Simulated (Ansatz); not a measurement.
Consider the following.

```yaml
crystal:
  lattice:
    - [2.72191, 0.00000, 0.00000]
    - [-1.36096, 2.35725, 0.00000]
    - [0.00000, 0.00000, 4.25104]
  atoms:
    - { symbol: Ru, position: [0.66667, 0.33333, 0.75000] }
    - { symbol: Ru, position: [0.33333, 0.66667, 0.25000] }
```

No spin polarisation.

All numbers come from PBE (Ansatz, a program for electronic structure), no SOC. Γ-centred 24×24×14 mesh, Fermi–Dirac width 0.1 eV.

### Question
Predict the stress and band gap.

### Answer
* **Stress (xx, yy, zz, yz, xz, xy; compression positive)**: (1.8, 1.8, 6.6, 0.0, 0.0, 0.0) GPa
* **Band gap**: zero

The cells carry an imposed strain or load. Whether these cells are dynamically stable was not tested. The final runs are not spin-polarised. The cell was made from Ru in the hcp (Mg type) structure (space group P6_3/mmc, No. 194) by this change: uniaxial strain ε_zz = −1.00 %.
